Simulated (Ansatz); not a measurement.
Phonon-limited resistivity of Hf (P6_3/mmc) against temperature in μΩ·cm, Ansatz (a first-principles code) with PBEsol, DFPT electron-phonon coupling, linearised Boltzmann equation, harmonic crystal at a fixed cell. x, y and z are the axes of this cell:
```
Hf
1.0
    3.16019     0.00000     0.00000
   -1.58009     2.73680     0.00000
    0.00000     0.00000     4.99816
Hf
2
Direct
  0.33333   0.66667   0.25000
  0.66667   0.33333   0.75000
```

```tsv
T	ρ (x, y)	ρ (z)
50 K	2.7	2.4
77 K	6.0	5.5
100 K	?	8.1
150 K	14.5	13.4
200 K	20.0	18.6
250 K	25	24
273 K	28	26
300 K	31	?
350 K	36	?
400 K	42	39
500 K	53	49
600 K	64	60
800 K	86	82
```

Q: What belongs in the gaps?

A: 
- 100 K, ρ (x, y): 8.7
- 300 K, ρ (z): 29
- 350 K, ρ (z): 34

A metal at this level (no band gap). Only scattering by harmonic phonons is included (no impurities, grain boundaries, electron-electron scattering or thermal expansion). Spin-orbit coupling is left out, which matters with elements this heavy. Values near or above 100 μΩ·cm, or paths under about 2 nm, lie near resistivity saturation, where the Boltzmann equation overshoots. Halving the electron mesh (24x24x12) moves the resistivity by up to 5 %. Smearing 0.20 eV; phonons on a 5x5x3 q mesh, which this run doesn't test and which matters most at low temperature.
